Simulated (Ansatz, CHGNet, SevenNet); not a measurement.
# NbP (I4₁md, No. 109, 4 atoms in the cell; start mp-9339): properties by level of theory

```csv
level (code),lattice parameter a (Å),lattice parameter c (Å)
CHGNet 0.3.0,3.340,11.590
SevenNet-l3i5,3.354,11.467
PBE (Ansatz),3.347,11.428
PBEsol (Ansatz),3.320,11.289
PBE-D3(BJ) (Ansatz),3.316,11.252
```

Caveats: the relaxation could not lower the start's symmetry, so the cell can be a saddle point above a distorted one (CHGNet 0.3.0, SevenNet-l3i5, PBE, PBEsol, PBE-D3(BJ)). Ansatz's density-functional and Hartree–Fock values are scalar-relativistic unless marked +SOC, with PAW data made under PBE.

Computed values are for the static lattice.

A start named mp-… is a Materials Project structure, which need not be a measured phase.

Ansatz is a program for electronic structure.
